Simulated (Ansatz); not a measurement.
How far PBE-D3(BJ) and r2SCAN+rVV10 part for CrI3, isotropic strain +4.51 %

The parent structure is CrI$_{3}$ in the BiI3 type structure (space group R-3, No. 148; a = 6.818 Å, c = 19.478 Å (hexagonal axes); ferromagnetic; layered, stacked along the Cartesian z axis).

(Cell as relaxed with PBE-D3(BJ).)

Levels (all Ansatz, a quantum-chemistry and plane-wave program, PAW): PBE-D3(BJ) (420 eV, without spin-orbit coupling); r2SCAN+rVV10 (500 eV, scalar-relativistic without spin-orbit coupling).

Each level relaxes its own structure.

```
base                 PBE-D3(BJ)  r2SCAN+rVV10
-------------------  ----------  ------------
volume per atom        32.67 Å³      34.11 Å³
lattice parameter a     6.818 Å       6.892 Å
band gap                1.08 eV       1.32 eV
largest site moment     2.92 μB       3.07 μB
```

Modification: the cell is scaled by 1.0451 in all directions, atoms relaxed at fixed cell.

```
quantity                PBE-D3(BJ)  r2SCAN+rVV10
-------------------  -------------  ------------
magnetic state       ferromagnetic    (withheld)
band gap                   1.16 eV    (withheld)
smallest direct gap        1.22 eV    (withheld)
largest site moment        2.99 μB    (withheld)
```

Predict the r2SCAN+rVV10 column.


- magnetic state, r2SCAN+rVV10: ferromagnetic
- band gap, r2SCAN+rVV10: 1.45 eV
- smallest direct gap, r2SCAN+rVV10: 1.51 eV
- largest site moment, r2SCAN+rVV10: 3.14 μB

PBE-D3(BJ)'s band gap lies 0.284 eV below r2SCAN+rVV10's; PBE-D3(BJ)'s smallest direct gap lies 0.296 eV below r2SCAN+rVV10's; PBE-D3(BJ)'s largest site moment lies 0.15 μB below r2SCAN+rVV10's; the two agree on the magnetic state. Neither level is exact; r2SCAN+rVV10 is the comparison here, not a measurement.

Other magnetic orders, which the real material may have, were not ruled out. With I present, leaving out spin-orbit coupling can change the band edges. No phonon test of stability was made.
